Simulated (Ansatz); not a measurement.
SnTe (model structure, started from the wurtzite type, P6₃mc, No. 186, 4 atoms in the cell) was calculated with G0W0@PBEsol (hard PAW, contour deformation; Ansatz, a program for electronic structure).

The same calculation (at the PBEsol cell, 41.044 Å³/atom) with different numerical settings; throughout: k mesh 3×3×2:

```csv
run,response cutoff (eV),empty bands,quasiparticle gap on the mesh (eV),quasiparticle gap at Γ (eV),rough time
1,70,401,0.953,2.755,100 core-s
2,105,737,1.024,2.816,7 core-min
3,140,1134,1.062,2.847,20 core-min
```

In the column quasiparticle gap on the mesh (eV) the first row differs from the last by -0.109 and the next to last by -0.038.

The last row is no converged limit: other settings stay fixed.

Spin–orbit coupling is not included.

Note: filled d or f shells below the valence bands can shift G0W0 gaps through exchange with them, which wasn't tested here.

A model structure was made by putting elements into a prototype or built by hand; it is no filed structure, need not be a known phase, and can be a saddle point held by its symmetry.
